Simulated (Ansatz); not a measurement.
Effect of pressure 4.5 GPa on Hf

Base system: Hf in the hcp (Mg type) structure (space group P6_3/mmc, No. 194; a = 3.198 Å, c = 5.047 Å).

The change: cell and atoms relaxed at a pressure of 4.5 GPa.

Level of theory: DFT with r2SCAN, PAW potentials and a 500 eV plane-wave cutoff in Ansatz (a quantum-chemistry and plane-wave program), scalar-relativistic without spin-orbit coupling. Settings: 17×17×9 k-points, 0.05 eV Fermi–Dirac smearing.

The volume per atom falls by 0.84 Å³ (22.35 Å³ → 21.51 Å³) and the c/a ratio stays essentially unchanged (1.578 against 1.579). The shortest interatomic distance shrinks by 0.039 Å, from 3.127 Å to 3.088 Å and the enthalpy H = E + PV relative to the base's energy amounts to +0.62 eV/atom. The band gap stays zero.

Load acts through the strain it causes; cell and atoms are relaxed under it. No phonon test of stability was made. The final runs are not spin-polarised.
